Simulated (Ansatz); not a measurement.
# What isotropic strain −1.83 % does to TiAl3

The parent structure is TiAl3 (space group I4/mmm, No. 139; a = 3.816 Å, c = 8.551 Å).

One thing is altered: an isotropic linear strain of −1.83 %, atoms relaxed at fixed cell.

Calculations: Ansatz (a program for electronic structure), PBEsol, PAW, cutoff 420 eV, no spin-orbit coupling. Settings: 17×17×17 k-points, 0.05 eV Fermi–Dirac smearing.

- Volume per atom: 14.73 Å³ (base 15.57 Å³)
- Space group: I4/mmm (No. 139) (base I4/mmm (No. 139))
- Energy relative to the base (free energy F): +17 meV/atom
- Band gap: zero (base zero)

Cost of the whole job for the changed cell (relaxation, final SCF and bands): very roughly 40 core-seconds.

Whether these cells are dynamically stable was not tested. The final runs are not spin-polarised.
